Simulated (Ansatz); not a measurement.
The reference is GaAs in the zinc blende structure (space group F-43m, No. 216; a = 5.659 Å). Axes: x, y, z lie along the cube axes.

Computed with PBEsol, PAW, 420 eV (Ansatz, an electronic-structure program; no spin-orbit coupling).

For the base:

The shortest interatomic distance is 2.450 Å.

One thing is altered: compressive biaxial strain of 1.02 % in the plane normal to [001], as in epitaxy on a mismatched substrate; the out-of-plane cell vector and the atoms relax.

### Question
How does this affect the shortest interatomic distance?

### Answer
The shortest interatomic distance falls by 0.009 Å (2.450 Å → 2.441 Å).

### Question
How does this affect the in-plane stress?

### Answer
The mean in-plane stress (compression positive) is +1.2 GPa.

### Question
Estimate the effect on the ratio −ε⊥/ε∥.

### Answer
The ratio −ε⊥/ε∥ amounts to 0.89.

Stability against distortions was not tested.
